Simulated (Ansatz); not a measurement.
Ansatz (a first-principles code), DFT, LDA, plane waves, its default PAW files: Rb2Mo(OF2)2 (from the phase in space group 40, mp-1209465) (O4F8Rb4Mo2), 18 atoms, spin-polarised from a ferromagnetic start (2 μB on Mo), ending non-magnetic. Basis and mesh were picked for this test and aren't claimed converged.

```yaml
cell: 7.20, 7.96, 7.96 Å; 134.4, 90, 90°
task: single point
k mesh: 4×4×4
hamiltonian.xc: lda
kind_of_files: paw
scf.occupations.method: fermi_dirac
scf.occupations.width: 0.05 eV
output.forces: true
magnetization.spin_polarized: true
binding of workers (--pin): off
k-point pools (--kpoint-pools): 1
memory maximum (--max-ram): 8GiB
accuracy: medium (default)
basis.precision: auto (default)
basis.xc_grid: 1 (default)
scf.mixing.algorithm: auto (default)
scf.mixing.preconditioner: auto (default)
scf.convergence.dr2_threshold: 1e-07 (default)
scf.lower_state_search: light (default)
k-points after symmetry (for each spin): 21
bands_at_the_start: 92
electrons: 144
plane waves at Γ: 6323
cutoff (eV): 420
FFT grid: 50×54×54
symmetry_operations: 4
```

One run each.

All on 4 threads. Base settings, kept where nothing else is said: scf.eigensolver.kind = auto (default), scf.eigensolver.mixed_precision = false (default), scf.eigensolver.cushion = auto (default), scf.eigensolver.full_accuracy = false (default), scf.algorithm = auto (default) (scf.eigensolver.max_subspace_factor, scf.eigensolver.real_solve not set). The settings tried:
- scf.eigensolver.kind = davidson, scf.eigensolver.cushion = true
- scf.eigensolver.kind = davidson, scf.eigensolver.mixed_precision = true
- scf.algorithm = density_mixing
- scf.algorithm = direct_min
- scf.eigensolver.real_solve = false
- scf.eigensolver.kind = davidson
- scf.eigensolver.mixed_precision = true
- scf.eigensolver.kind = davidson, scf.eigensolver.max_subspace_factor = 6
- scf.eigensolver.full_accuracy = true
- the base settings
- scf.eigensolver.kind = davidson, scf.eigensolver.max_subspace_factor = 2

Q: Name the extremes by applications of H to a band: fewest, most, and any that don't converge.

A: Fewest applications of H to a band, with those close behind: scf.eigensolver.real_solve = false (108968); the base settings (108974); scf.algorithm = density_mixing (108974). Most among those that reach the base run's result: scf.algorithm = direct_min (693910). All converged.

| setting | applications of H to a band | SCF iterations (all cycles of the run, searches included) | end |
|---|---|---|---|
| scf.eigensolver.real_solve = false | 108968 | 14 | converged |
| the base settings | 108974 | 14 | converged |
| scf.algorithm = density_mixing | 108974 | 14 | converged |
| scf.eigensolver.kind = davidson | 150290 | 14 | converged |
| scf.eigensolver.kind = davidson, scf.eigensolver.max_subspace_factor = 6 | 150290 | 14 | converged |
| scf.eigensolver.kind = davidson, scf.eigensolver.cushion = true | 154937 | 14 | converged |
| scf.eigensolver.kind = davidson, scf.eigensolver.mixed_precision = true | 177919 | 14 | converged |
| scf.eigensolver.mixed_precision = true | 177919 | 14 | converged |
| scf.eigensolver.kind = davidson, scf.eigensolver.max_subspace_factor = 2 | 200783 | 16 | converged |
| scf.eigensolver.full_accuracy = true | 323990 | 14 | converged |
| scf.algorithm = direct_min | 693910 | 13 | converged |

An iteration's cost differs between solvers, so these counts don't give the time.

Keys are those of Ansatz 0.2.
